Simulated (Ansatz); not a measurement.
MoTe2 (space group P2_1/m, No. 11; layered, stacked along the Cartesian z axis)

```yaml
crystal:
  lattice:
    - [6.32172, 0.00000, 0.00000]
    - [0.00000, 3.49136, 0.00000]
    - [-0.68778, 0.00000, 14.17376]
  atoms:
    - { symbol: Te, position: [0.56372, 0.75000, 0.35511] }
    - { symbol: Te, position: [0.43628, 0.25000, 0.64489] }
    - { symbol: Te, position: [0.58412, 0.25000, 0.10217] }
    - { symbol: Te, position: [0.41588, 0.75000, 0.89783] }
    - { symbol: Te, position: [0.09286, 0.75000, 0.14504] }
    - { symbol: Te, position: [0.90714, 0.25000, 0.85496] }
    - { symbol: Mo, position: [0.32087, 0.75000, 0.50700] }
    - { symbol: Mo, position: [0.67913, 0.25000, 0.49300] }
    - { symbol: Te, position: [0.06082, 0.25000, 0.39768] }
    - { symbol: Te, position: [0.93918, 0.75000, 0.60232] }
    - { symbol: Mo, position: [0.18070, 0.25000, 0.00741] }
    - { symbol: Mo, position: [0.81930, 0.75000, 0.99259] }
```

All numbers come from r2SCAN+rVV10 (Ansatz, a first-principles code), no spin-orbit coupling. k-mesh 6×11×3 (Γ-centred); smearing 0.05 eV (Fermi–Dirac).

```yaml
volume_per_atom: 26.07 Å³
density: 7.46 g/cm³
band_gap: zero
total_energy: -6317.549 eV/atom (σ→0; compares only within this code and set-up)
```

Spin-orbit coupling, missing from the scalar runs, can matter with Te. Stability against distortions was not tested. The final runs are not spin-polarised. The zero or small gap of MoTe2 can change with the level of theory.
